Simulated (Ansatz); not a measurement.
Start from W$_{2}$C (space group P-3m1, No. 164; a = 3.0343 Å, c = 4.6588 Å; relaxed with 0.1 eV smearing). Axes: x lies along a and z along c of the hexagonal cell.

Calculations: PBE-D3(BJ), PAW, 420 eV (Ansatz, a first-principles code; without spin-orbit coupling), earlier PAW set.

Before the change:

The shortest interatomic distance is 211.8 pm. The pressure is 0.0 GPa.

The change: biaxial strain −1.35 %, plane normal [001], relaxed out of plane (Cartesian); in-plane vectors clamped, the third vector and the atoms free.

Question: How does this affect the out-of-plane strain, shortest interatomic distance and pressure?

Answer: The out-of-plane strain comes out as +1.39 %; the shortest interatomic distance drops by 0.43 pm to 211.3 pm; the pressure (mean of the normal stresses, compression positive) goes from zero to 3.8 GPa.

No phonon test of stability was made. All final runs are without spin polarisation.
